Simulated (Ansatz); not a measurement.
Consider Cu in the fcc (Cu type) structure (space group Fm-3m, No. 225; a = 3.5184 Å; relaxed with 0.1 eV smearing).

Level of theory: Ansatz (a program for electronic structure) LDA, no spin-orbit coupling.

For the base:

```
Item        Value
--------  -------
Pressure  0.0 GPa
```

It is then changed as follows: an isotropic linear strain of −2.50 %, atoms relaxed at fixed cell.

Problem. How does this affect the energy relative to the base?

Solution. The energy rises by 40 meV/atom.

Problem. What happens to the pressure?

Solution. The pressure goes from zero to 17.3 GPa.

Whether these cells are dynamically stable was not tested. All final runs are without spin polarisation.
